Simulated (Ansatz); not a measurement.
Symmetric slabs, relaxed from ideal cuts in 1x1 cells, of elemental solids: work function (eV) by functional, in Ansatz (plane waves, PAW). All structures are PBE's; the other columns are single points with references at the same level. No spin-orbit coupling, Hubbard U or dispersion. The rows are a random draw from the class, without slabs that broke up, higher cuts of a face and adsorbates that left their site.

```tsv
system	PBE (eV)	r2SCAN (eV)
hcp Be (30-31), ideal cut with outer spacing 0.32 Å	4.64	?
tetragonal indium (301), ideal cut with outer spacing 1.08 Å	3.80	3.92
tetragonal indium (331), ideal cut with outer spacing 0.39 Å	3.89	4.02
hcp Sc (10-12), ideal cut with outer spacing 1.28 Å	3.27	3.33
tetragonal indium (302), ideal cut with outer spacing 0.51 Å	3.78	3.90
bcc Na (332), ideal cut with outer spacing 0.90 Å	2.67	2.67
bcc K (332), ideal cut with outer spacing 1.13 Å	2.29	2.26
fcc Au (310), ideal cut with outer spacing 0.66 Å	5.00	5.00
```

### Question
Fit a straight line y = a·x + b by least squares to the 7 complete rows (x: PBE (eV); y: r2SCAN (eV)).

### Answer
the means are x̄ = 3.5286 and ȳ = 3.5857; Σ(x − x̄)² = 4.7707 and Σ(x − x̄)(y − ȳ) = 4.9021, so a = 1.028 and b = ȳ − a·x̄ = -0.040. The largest residual is 0.098.

### Question
What does the line predict for the withheld row, hcp Be (30-31), ideal cut with outer spacing 0.32 Å, and what did the calculation give?

### Answer
the line gives 4.73; the calculation gave 4.64, a miss of -0.09, of the size of the fitted rows' scatter and rounding.

Ansatz is a first-principles code.
